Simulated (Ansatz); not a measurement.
## Cu on the 1x1 (0001) surface of hcp Ru, one in a 2x2 cell, started at the site 'hollow Ru-Ru-Ru'

Method: PBE (plane waves to 420 eV, PAW; Ansatz, an electronic-structure program).

Slab: 17 atoms, 6.3 Å thick at the start under the adsorbate (thin: gaps and levels are the slab's own); k 6x6x1, smearing 0.1 eV, dipole-corrected; 8 atoms held, the rest relaxed; start symmetry kept, larger cells not searched; no spin, no spin-orbit, no U, no dispersion correction. At the end it is bonded to 3 Ru. In PBE this state lies 0.03 eV over the lowest of the starts that converged ('hollow Ru-Ru-Ru over Ru at depth 2.1 Å').

The adsorption energy against an atom of fcc Cu comes out as 0.44 eV. The work function of the top face comes out as 3.98 eV, the change of the work function comes out as -1.02 eV and the change of the step from the bottom to the top vacuum level, against the clean slab is -1.03 eV. The energy released by relaxation is 0.39 eV and the height of the binding atom over the mean of the host atoms within 0.3 Å of the top one is 1.967 Å. The nearest host atoms of the binding atom is Ru at 2.54 Å, Ru at 2.54 Å, Ru at 2.54 Å, the largest move of a host atom comes out as 0.04 Å and the cost is very roughly 5 core-minutes.

A negative adsorption energy means that the adsorbate is more stable on the surface than in its reference.
